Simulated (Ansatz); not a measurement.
Input and output of a relaxation of the atoms for Bi2PdPt (P3m1, 4 atoms in the cell) (Ansatz, an electronic-structure program).

Level of theory: LDA (PW92), default PAW files made with PBE (plane waves; Ansatz).

The change in words: one atom moved by 0.15 angstrom; relax: default → atoms; relax.f_tol: default → 0.001 eV/Å. Reference geometry:
```
CELL_PARAMETERS angstrom
      4.30734     0.00000     0.00000
     -2.15367     3.73027     0.00000
      0.00000     0.00000     5.59778
ATOMIC_POSITIONS crystal
  Bi 0.33333 0.66667 0.24488
  Bi 0.66667 0.33333 0.75512
  Pd 0.00000 0.00000 0.50000
  Pt 0.00000 0.00000 0.00000
```

Reference input (self-consistent single point, DFT, LDA (PW92), plane waves, default PAW files made with PBE): basis.ecutwfc = 30.9 Ry; kpoints.mp_grid.grid = 9 9 6; hamiltonian.xc = lda; hamiltonian.pseudopotentials = {kind: paw} (the program's default PAW files); scf.occupations.method = fermi_dirac; scf.occupations.width = 0.0073 Ry. This run's input differs from it in these lines:

```diff
@@ -6,3 +6,3 @@
   atoms:
-    - { symbol: Bi, position: [0.333333, 0.666667, 0.244880] }
+    - { symbol: Bi, position: [0.333333, 0.666667, 0.271676] }
     - { symbol: Bi, position: [0.666667, 0.333333, 0.755120] }
@@ -19,2 +19,4 @@
   occupations: { method: fermi_dirac, width: 0.0073 Ry }
+relax:
+  f_tol: 0.001
 output:
```

Output, abridged:

```
   [... SCF lines of the steps left out ...]
relax step   1: F+E_penalty+E_count = -43262.45283148 eV  Δ(F+E_penalty+E_count) = +0.000e0 eV  max|allowed force component| = 6.960e-1 eV/Å  Δτ_max = 0.0000 Å  (6 SCF iters, dr2 threshold 1.00e-7 eV, accepted)
relax step   2: F+E_penalty+E_count = -43262.43810032 eV  Δ(F+E_penalty+E_count) = +1.473e-2 eV  max|allowed force component| = 7.017e-1 eV/Å  Δτ_max = 0.1951 Å  (5 SCF iters, dr2 threshold 3.03e-5 eV, rejected (line search))
   [... lines left out ...]
relax step   5: F+E_penalty+E_count = -43262.50239769 eV  Δ(F+E_penalty+E_count) = -3.303e-9 eV  max|allowed force component| = 1.738e-3 eV/Å  Δτ_max = 0.0000 Å  (4 SCF iters, accepted)
relax step   6: F+E_penalty+E_count = -43262.50239798 eV  Δ(F+E_penalty+E_count) = -2.919e-7 eV  max|allowed force component| = 1.159e-3 eV/Å  Δτ_max = 0.0005 Å  (4 SCF iters, accepted)
relax step   7: F+E_penalty+E_count = -43262.50239815 eV  Δ(F+E_penalty+E_count) = -1.669e-7 eV  max|allowed force component| = 1.275e-5 eV/Å  Δτ_max = 0.0002 Å  (3 SCF iters, accepted)
the relaxation is at rest under the 6 symmetry operations that the run kept from its start: a minimum is not shown …
Stability not checked: this state was not tested for a lower state beside it, because too few of the mixer's solves of this state at the end of the SCF gave a …
Free energy (F): -43262.502398 eV
Internal energy: -43262.432515 eV  (E = F + TS)
E sigma→0 (E₀):  -43262.467457 eV
Entropy (-TS):   -0.069883 eV (-17.471 meV/atom)
Fermi energy:    14.930125 eV
--- Forces (eV/Å), atoms counted from 1 ---
  atom   1  Bi    -0.00000000    -0.00000000     0.00000533
   [... lines left out ...]
  atoms:
    - { symbol: Bi, position: [0.3333333333333332, 0.6666666666666666, 0.25256958217496] }
    - { symbol: Bi, position: [0.6666666666666666, 0.3333333333333333, 0.760828408398787] }
    - { symbol: Pd, position: [-9.620964159643487e-36, -1.2450304792091255e-34, 0.5066989066383712] }
    - { symbol: Pt, position: [4.129971382814644e-34, 5.456083605710631e-34, 0.006699102787881866] }
```

The run converged. 

Summary of the result:
```
Quantity                                                 Result
-----------------------------------------------  --------------
Free energy E − TS (on the zero of these files)  -43262.5024 eV
Fermi level (on the code's own zero)                   14.93 eV
Pressure                                              -3.38 GPa
Relaxation steps                                              7
```

The starting cell comes from a database of computed structures (which also holds hypothetical and non-ambient phases and stackings), without a prior relaxation at this level. Its lattice was rescaled by up to half a per cent. For this run, on top of that: one atom moved by 0.15 angstrom. Spin polarisation is off. The relaxation keeps the symmetry of its start, so its end need not be a minimum. Ansatz's pressure includes its estimate of the finite-basis (Pulay) stress.

Cost on one core of a shared machine: roughly 2 min.

Keys are those of Ansatz 0.2.
